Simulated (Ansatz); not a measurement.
Levels about the gap of amorphous Si$_{30}$N$_{45}$P$_{3}$ (78 atoms in a cell of 898 Å³, 2.90 g/cm³; zone centre alone, so wide bands show as single levels with stretches between that a denser mesh fills), at the geometry that PBE relaxed, where it gives 3.2 GPa on a denser mesh. The participation number counts the atoms over which a state spreads; weights are charges in smoothed Voronoi cells. The levels come from a single point, so bond lengths are those of that geometry. Method of the levels: r2SCAN, scalar-relativistic without spin-orbit coupling (Ansatz, an electronic-structure program). Sampling: the zone centre alone; Fermi-Dirac width 0.01 eV; collinear spin, started from moments on atoms (the moments died out). At PBE the levels at both edges of the gap are localised (band-tail or defect states), and the nearest spread-out levels lie 2.9 eV apart at the zone centre.

Preparation: random packing, a CHGNet melt and quench, and a DFT relaxation. N atoms were pushed apart under 1.9 Å during the dynamics, to hinder bonds among them. The hot cell started wider than the set density and was brought back towards it in steps. It is the lowest in DFT energy of 2 quenches. It is a model cell: composition and starting density were chosen by hand, and all elements were melted together. No dispersion term was used. Its density started from a set value of 2.90 and ended at 2.90 g/cm³. Cooling (nominally 450 K/ps over its main leg) ran many orders faster than in experiment, which tends to leave more defects and strain. Values belong to this one cell and scatter from quench to quench. The volume was held where the preparation left it and the shape relaxed, at a PBE pressure of 3.2 GPa. Stress components on the final sampling reach 3.5 GPa. Cycles of charging lowered its energy after that relaxation.

| E - E(highest filled), eV | filling | spin | participation number | largest on | weight N | weight Si | weight P |
|---|---|---|---|---|---|---|---|
| -0.66 | filled | dn | 17.7 | N, 3 neighbours | 0.89 | 0.10 | 0.02 |
| -0.57 | filled | up | 9.8 | N, 3 neighbours | 0.90 | 0.09 | 0.01 |
| -0.57 | filled | dn | 9.8 | N, 3 neighbours | 0.90 | 0.09 | 0.01 |
| -0.25 | filled | up | 8.0 | N, 2 neighbours | 0.80 | 0.07 | 0.13 |
| -0.25 | filled | dn | 8.0 | N, 2 neighbours | 0.80 | 0.07 | 0.13 |
| 0.00 | filled | up | 6.2 | N, 3 neighbours | 0.89 | 0.09 | 0.02 |
| 0.00 | filled | dn | 6.2 | N, 3 neighbours | 0.89 | 0.09 | 0.02 |
| 2.46 | empty | up | 7.3 | Si, 3 neighbours | 0.41 | 0.55 | 0.04 |
| 2.46 | empty | dn | 7.3 | Si, 3 neighbours | 0.41 | 0.55 | 0.04 |
| 2.67 | empty | dn | 7.4 | P, 2 neighbours | 0.44 | 0.20 | 0.36 |
| 2.67 | empty | up | 7.4 | P, 2 neighbours | 0.44 | 0.20 | 0.36 |
| 2.75 | empty | dn | 20.8 | P, 2 neighbours | 0.46 | 0.33 | 0.22 |
| 2.75 | empty | up | 20.8 | P, 2 neighbours | 0.46 | 0.33 | 0.22 |
| 3.53 | empty | up | 7.4 | Si, 3 neighbours | 0.41 | 0.58 | 0.01 |

Most localised among these is the filled level at -0.00 eV, on a N atom, which has 3 neighbours (N 1.50 Å, Si 1.67 Å, Si 1.75 Å).
